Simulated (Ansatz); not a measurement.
**Be_In in zinc-blende InAs**

All values below come from PBE, PAW (plane waves to 420 eV; Ansatz, a first-principles code). Details: 64-site cell; 2×2×2 shifted k-points; start: the In site; no spin–orbit coupling; the functional closes the host's gap; energies good to tenths of an eV.

Neighbours after relaxation, in Å: of the Be atom: As 2.36, As 2.36, As 2.36, As 2.36.

| charge | moment (μB) | largest move off a lattice site (Å) |
|---|---|---|
| 0† | quenched | 0.32 |

† Not settled in this cell, so no level is given: charge 0: a level filled in part.

Starting moments that weren't kept: charge 0 began with 1 μB and ended with 0.0.
